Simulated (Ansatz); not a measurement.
```xyz
23
Lattice="4.0549 -0.0005 0.0011 0.0001 4.0543 0.1128 -2.0255 -0.8443 29.1579" Properties=species:S:1:pos:R:3 pbc="T T T"
Se    -0.1655     2.3448     2.5407
Se    -0.1577     2.1894     8.2791
Se     1.8689     0.2402     5.3576
Se    -0.1625     2.0232    14.0178
Se     1.8681     0.0833    11.0888
Zn    -0.1580     0.2782     3.9245
Zn     1.8562     2.3844     1.0060
Zn    -0.1584     0.1227     9.6552
Zn     1.8704     2.2280     6.8466
Zn    -0.1716    -0.0519    15.4944
Zn     1.8667     2.0712    12.5776
Au    -0.1868    -0.1856    19.5355
Au     1.8401     1.8419    19.6227
Au     1.8512    -0.1144    17.2865
Au    -0.1780     1.9104    17.4354
Au    -0.1933    -0.3177    23.8797
Au     1.8327     1.7100    23.9454
Au     1.8354    -0.2521    21.7224
Au    -0.1937     1.7743    21.7652
Au    -0.1832    -0.4396    28.3186
Au     1.8445     1.5901    28.2740
Au     1.8374    -0.3785    26.0323
Au    -0.1911     1.6477    26.1226
```

The first 11 atoms are the substrate (ZnSe-zb), the rest the film (Au).

Calculation: PBE (plane waves to 420 eV, PAW; Ansatz, a first-principles code). Scalar-relativistic, without spin–orbit coupling; the runs are not spin-polarised; PBE gaps are too small against experiment. Its k-point mesh 8×8×1, Fermi–Dirac width 0.05 eV.

**Question.** Describe the bonding at the interfaces and give the barriers.

**Answer.** A periodic stack without vacuum, fcc Au (0 0 1) on zinc-blende ZnSe (0 0 1) (film strained to the substrate, started from cuts of the bulks and a machine-learned relaxation; slabs Se5Zn6 and Au12, which can lie off the formulas): substrate slab Se5Zn6, film Au12, surface cells [[1, 0], [1, 1]] and [[0, -1], [2, 1]], film strained by -2.5 and -2.5 %, outermost planes Zn/Zn and Au/Au as cut, which need not be the usual terminations and can put a slab off its formula.
* **interface area**: 16.4 Å²
* **period**: 29.17 Å
* **heights between the nearest atoms of the two slabs at the two interfaces**: 1.79 and 1.79 Å
* **Au–Zn contacts across the interfaces within 1.22 times the sum of covalent radii**: 8, mean 2.74 Å
* **hole barrier (PBE)**: 0.82 eV
* **electron barrier (PBE)**: 0.32 eV
